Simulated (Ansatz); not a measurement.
Base system: Mg$_{2}$Sn (space group Fm-3m, No. 225; relaxed with 0.1 eV smearing).

```xyz
3
Lattice="0.0000 3.3319 3.3319 3.3319 0.0000 3.3319 3.3319 3.3319 0.0000" Properties=species:S:1:pos:R:3 pbc="T T T"
Mg     1.6660     1.6660     1.6660
Mg     4.9979     4.9979     4.9979
Sn     0.0000     0.0000     0.0000
```

Cartesian axes are those of the cell as printed.

Calculations: Ansatz (a quantum-chemistry and plane-wave program) LDA, spin-orbit coupling left out.

One thing is altered: every lattice vector is stretched by 1.50 %; the atoms relax in the strained cell.

Problem. Predict the stress tensor and what it implies for the stiffness.

Solution. Stress of the strained cell less that of the base (GPa, compression positive):
```
   -1.9     0.0     0.0
    0.0    -1.9     0.0
    0.0     0.0    -1.9
```

Then B = −ΔP/(ΔV/V₀) with ΔV/V₀ = 0.0457 gives secant stiffness values (nonlinear terms included at this strain): B ≈ 41 GPa.

As a check, the harmonic strain energy −½ V₀ Δσ:ε is 6.5 meV/atom; the computed energy rise is 6.8 meV/atom.

Whether these cells are dynamically stable was not tested.
